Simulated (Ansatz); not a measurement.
# NaCl: response to strain

The reference is NaCl in the rock salt structure (space group Fm-3m, No. 225; a = 5.6015 Å). Axes: x, y, z lie along the cube axes.

Strains are applied to the cell and any free atomic positions relax; under biaxial strain the out-of-plane vector relaxes too.

Computed with PBEsol/PAW in Ansatz (a quantum-chemistry and plane-wave program), scalar-relativistic without spin-orbit coupling.

Candidates:
(a) biaxial strain −1.50 %, plane normal [001], relaxed out of plane
(b) biaxial strain +1.00 %, plane normal [001], relaxed out of plane
(c) biaxial strain +3.00 %, plane normal [001], relaxed out of plane
(d) biaxial strain −1.00 %, plane normal [001], relaxed out of plane

Before the change:

| Property | Result |
|---|---|
| Band gap | 5.01 eV |

Task: Order them by band gap, lowest first.

Result: (c) biaxial strain +3.00 %, plane normal [001], relaxed out of plane (4.83 eV), (b) biaxial strain +1.00 %, plane normal [001], relaxed out of plane (4.95 eV), (d) biaxial strain −1.00 %, plane normal [001], relaxed out of plane (5.06 eV), (a) biaxial strain −1.50 %, plane normal [001], relaxed out of plane (5.09 eV)

No phonon test of stability was made.
